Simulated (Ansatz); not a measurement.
## A computed series for BeSe: pressure series

Base system: BeSe in the zinc blende structure (space group F-43m, No. 216).

```xyz
2
Lattice="0.0000 2.5888 2.5888 2.5888 0.0000 2.5888 2.5888 2.5888 0.0000" Properties=species:S:1:pos:R:3 pbc="T T T"
Se     3.8832     3.8832     3.8832
Be     0.0000     0.0000     0.0000
```

Cell and atoms are relaxed at each pressure.

Level of theory: Kohn–Sham DFT with the PBE functional, run in Ansatz (a quantum-chemistry and plane-wave program) with PAW and 420 eV plane waves, no spin-orbit coupling, earlier PAW set.

For the base:

```
Property    Value
--------  -------
Band gap  2.67 eV
```

**Question.** The aim is a band gap between 2.12 eV and 2.23 eV. Which of these changes reaches it?
A. pressure −1 GPa
B. pressure 22.5 GPa
C. pressure 9 GPa

**Answer.** B, pressure 22.5 GPa. It gives 2.17 eV; pressure 9 GPa gives 2.45 eV; pressure −1 GPa gives 2.70 eV. Changes not listed may reach it too

Load acts through the strain it causes; cell and atoms are relaxed under it. Whether these cells are dynamically stable was not tested. No other phases were tried under pressure.
